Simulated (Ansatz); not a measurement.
# A computed series for Rh: pressure series

The reference is Rh (space group P6_3/mmc, No. 194; a = 2.675 Å, c = 8.731 Å; a cell from a computed database, its experimental status unchecked).

Cell and atoms are relaxed at each pressure.

Computed with PBEsol (Ansatz, a first-principles code, PAW, no spin-orbit coupling).

Notes on the quantities. enthalpy: H = E + PV relative to the base's energy.

```csv
case,enthalpy,shortest interatomic distance
base,–,2.674 Å
pressure −2 GPa,-0.17 eV/atom,2.680 Å
pressure −1 GPa,-0.08 eV/atom,2.677 Å
pressure 0.3 GPa,+0.03 eV/atom,2.673 Å
pressure 0.7 GPa,+0.06 eV/atom,2.672 Å
pressure 1.5 GPa,+0.13 eV/atom,2.669 Å
pressure 3 GPa,+0.25 eV/atom,2.665 Å
pressure 5 GPa,+0.42 eV/atom,2.659 Å
pressure 7.5 GPa,+0.63 eV/atom,2.653 Å
pressure 10 GPa,+0.83 eV/atom,2.646 Å
```

Load acts through the strain it causes; cell and atoms are relaxed under it. Stability against distortions was not tested. No other phases were tried under pressure. The final runs are not spin-polarised. This is not the structure that Rh has at room temperature and ambient pressure.
